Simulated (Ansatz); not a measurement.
Ansatz (a first-principles code) run on Ni3Au (Pm-3n, 8 atoms in the cell): self-consistent single point.

Method of the run: PBE (plane waves, PAW; Ansatz).

```yaml
crystal:
  lattice:
    - [4.25541, 0.00000, 0.00000]
    - [0.00000, 4.25541, 0.00000]
    - [0.00000, 0.00000, 4.25541]
  atoms:
    - { symbol: Ni, position: [0.25000, 0.00000, 0.50000], spin: 2.0 }
    - { symbol: Ni, position: [0.75000, 0.00000, 0.50000], spin: 2.0 }
    - { symbol: Ni, position: [0.00000, 0.50000, 0.25000], spin: 2.0 }
    - { symbol: Ni, position: [0.00000, 0.50000, 0.75000], spin: 2.0 }
    - { symbol: Ni, position: [0.50000, 0.25000, 0.00000], spin: 2.0 }
    - { symbol: Ni, position: [0.50000, 0.75000, 0.00000], spin: 2.0 }
    - { symbol: Au, position: [0.00000, 0.00000, 0.00000] }
    - { symbol: Au, position: [0.50000, 0.50000, 0.50000] }
```
(The spins are starting values, not results.)

Reference input (self-consistent single point, DFT, PBE, plane waves, default PAW files): basis.ecutwfc = 30.9 Ry; kpoints.mp_grid.grid = 5 5 5; hamiltonian.xc = pbe; hamiltonian.pseudopotentials = {kind: paw} (the program's default PAW files); magnetization.spin_polarized = true; scf.occupations.method = methfessel_paxton; scf.occupations.width = 0.0073 Ry. This run's input differs from it in these lines:

Ansatz 0.2 input:
```diff
@@ -25,3 +25,3 @@
 scf:
-  occupations: { method: methfessel_paxton, width: 0.0073 Ry }
+  occupations: { method: gaussian, width: 0.022 Ry }
 output:
```

Output, abridged:

```
SCF iter   1: F=—  HF=-61321.123230 eV  |F-HF|=—  |Δ(HF+E_count)|=         —  Δρ=3.22e-1 (↑1.67e-1 ↓3.22e-1)  dr2=8.21e1  dr2_m=3.26e1  M=2.159 μB ∫|m|=2.270 μB  β_m=0.30  ethr=3.10e-3  ⟨swp⟩=5.0  Hψ=6003  notcnv=0  defer=6
Mixer restart at iter 1: flushing history
all-band conjugate gradients solve this SCF's bands
preconditioner: auto → Kerker (q_TF=auto, 3.035 Å⁻¹)
   [... lines left out ...]
SCF iter  12: F=—  HF=-61329.113251 eV  |F-HF|=—  |Δ(HF+E_count)|=   1.44e-7  Δρ=7.35e-6 (↑7.35e-6 ↓5.84e-6)  dr2=6.78e-8  dr2_m=8.69e-10  M=0.000 μB ∫|m|=0.000 μB  β_m=1.00  ethr=1.80e-9  ⟨swp⟩=1.5  Hψ=2308  notcnv=0  defer=280
SCF iter  13: F=-61329.113251 eV  HF=-61329.113251 eV  |F-HF|=2.23e-8  |Δ(HF+E_count)|=   4.60e-9  Δρ=3.31e-6 (↑3.31e-6 ↓3.31e-6)  dr2=2.52e-8  dr2_m=2.60e-11  M=0.000 μB ∫|m|=0.000 μB  ethr=4.64e-11  ⟨swp⟩=9.6  Hψ=10353  notcnv=0
SCF 1 converged in 13 iterations: F = -61329.113251 eV  dr2 = 2.52e-8
WARN: the starting moments were not kept: the SCF closed with an absolute magnetisation of 6.3e-5 μB, where they sum to 12 μB in size (6 sites) …
Magnetization: 0.0001 μB (73.0000 up, 73.0000 down)
   [... lines left out ...]
Absolute magnetization: 0.0001 μB (∫|ρ↑−ρ↓|, with the PAW one-centre terms)
Free energy (F): -61329.113251 eV
Fermi energy:    26.035220 eV
   [... lines left out ...]
  atom   1  Ni    -0.00000000    -0.00000000     0.00000000
   [... zero for the other atoms too ...]
--- Stress (GPa, compression-positive) ---
      106.044765       0.000000       0.000000
        0.000000     106.044765       0.000000
        0.000000       0.000000     106.044765
  P = ⅓ Tr σ = 106.0448 GPa (1060.448 kbar)
  The stress holds the Pulay correction. Without it, at fixed plane waves, as pw.x and ABINIT print it: P = 105.9098 GPa
```

The run converged in 13 iterations. Against the reference run the free energy drops by 31.9 meV/atom, the pressure goes from 105.56 to 106.0 GPa and the size of the net moment goes from 0.20 to 0.00 μB/atom.

The starting cell was generated: these elements placed on a structure prototype, without a prior relaxation; it need not be a known phase or ordering of this composition. The starting moments vanished: the run ended non-magnetic, which need not be the lowest state. The program warned that a starting moment was not kept. With a pressure of about 106 GPa the cell is away from its equilibrium volume at this level. Ansatz's pressure includes its estimate of the finite-basis (Pulay) stress.
